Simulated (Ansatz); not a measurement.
A relaxation of cell and atoms of Tc3Sn (Fm-3m, 4 atoms in the cell) with Ansatz (an electronic-structure program).

Method of the run: LDA (PW92), PAW files (plane waves; Ansatz).

```
Tc3Sn
1.0
    0.00000     3.20741     3.20741
    3.20741     0.00000     3.20741
    3.20741     3.20741     0.00000
Tc Sn
3 1
Direct
  0.25000   0.25000   0.25000
  0.75000   0.75000   0.75000
  0.50000   0.50000   0.50000
  0.00000   0.00000   0.00000
```

Reference input (self-consistent single point, DFT, LDA (PW92), plane waves, PAW files): kpoints.mp_grid.grid = 9 9 9; hamiltonian.xc = lda; hamiltonian.pseudopotentials = {kind: paw} (the program's default PAW files); scf.occupations.method = gaussian; scf.occupations.width = 0.0037 Ry. This run's input differs from it in these lines:

```diff
@@ -18,2 +18,4 @@
   occupations: { method: gaussian, width: 0.0037 Ry }
+relax:
+  cell: {}
 output:
```

Log, with long lists cut:

```
   [... SCF lines of the steps left out ...]
relax step   1: F+E_penalty+E_count = -21722.09138024 eV  Δ(F+E_penalty+E_count) = +0.000e0 eV  max|allowed force component| = 2.313e-17 eV/Å  Δτ_max = 0.0000 Å  P = -20.258 GPa  Ω = 65.992 Å³  (9 SCF iters, dr2 threshold 1.00e-7 eV, accepted)
relax step   2: F+E_penalty+E_count = -21722.33113364 eV  Δ(F+E_penalty+E_count) = -2.398e-1 eV  max|allowed force component| = 1.503e-16 eV/Å  Δτ_max = 0.0000 Å  P = +17.410 GPa  Ω = 56.804 Å³  energy of the carried Pulay correction = +3.300e-3 eV  [...]
   [... lines left out ...]
relax step   5: F+E_penalty+E_count = -21722.50003805 eV  Δ(F+E_penalty+E_count) = -7.146e-5 eV  max|allowed force component| = 2.336e-16 eV/Å  Δτ_max = 0.0000 Å  P = -0.003 GPa  Ω = 60.107 Å³  energy of the carried Pulay correction = +2.058e-3 eV  [...]
relax step   6: F+E_penalty+E_count = -21722.49907249 eV  Δ(F+E_penalty+E_count) = +9.656e-4 eV  max|allowed force component| = 1.827e-16 eV/Å  Δτ_max = 0.0000 Å  P = -0.050 GPa  Ω = 60.107 Å³  stress off target by 4.95e-2 GPa  SCF on the basis [...]
basis re-selected at this cell: Δ(F+E_penalty+E_count) = +9.656e-4 eV, ΔP = -0.047 GPa vs the last step
the relaxation is at rest under the 48 symmetry operations that the run kept from its start: a minimum is not shown …
Stability not checked: this state was not tested for a lower state beside it, because too few of the mixer's solves of this state at the end of the SCF gave a …
Free energy (F): -21722.499072 eV
Internal energy: -21722.491911 eV  (E = F + TS)
   [... lines left out ...]
Fermi energy:    21.249375 eV
  cell:  # Å, volume = 60.1071 Å³
   [... lines left out ...]
    - [3.1090795052851186, -3.1248961263526045e-34, 3.1090795052851186]
    - [3.1090795052851186, 3.1090795052851186, 3.642394851640206e-34]
  atoms:
    - { symbol: Tc, position: [0.25, 0.25, 0.25] }
    - { symbol: Tc, position: [0.7499999999999999, 0.7499999999999999, 0.7499999999999999] }
    - { symbol: Tc, position: [0.5, 0.5, 0.5] }
    - { symbol: Sn, position: [1.2427413173057257e-33, -1.319299424778796e-33, -1.1599577021463917e-33] }
```

The run converged.  The full log also holds: “iter 4 did not close the SCF: its close was put off for the readings that it lacked (scf_convergence_deferred on its scf_iter line)”. The full log also holds: “iter 5 did not close the SCF: its close was put off for the readings that it lacked (scf_convergence_deferred on its scf_iter line)”.

Summary of the result:
* **Free energy E − TS (on the zero of these files)**: -21722.4991 eV
* **Fermi level (on the code's own zero)**: 21.25 eV
* **Pressure**: -0.05 GPa
* **Final cell**: a = 4.3969 Å, b = 4.3969 Å, c = 4.3969 Å, α = 60.00°, β = 60.00°, γ = 60.00°
* **Final volume per atom**: 15.03 Å³
* **Relaxation steps**: 6

The starting cell comes from a database of computed structures (which also holds hypothetical and non-ambient phases and stackings), without a prior relaxation at this level. Its lattice was rescaled by a random factor within 2.5 % of one. Spin polarisation is off. The relaxation keeps the symmetry of its start, so its end need not be a minimum. Ansatz's pressure includes its estimate of the finite-basis (Pulay) stress.

Keys are those of Ansatz 0.2.
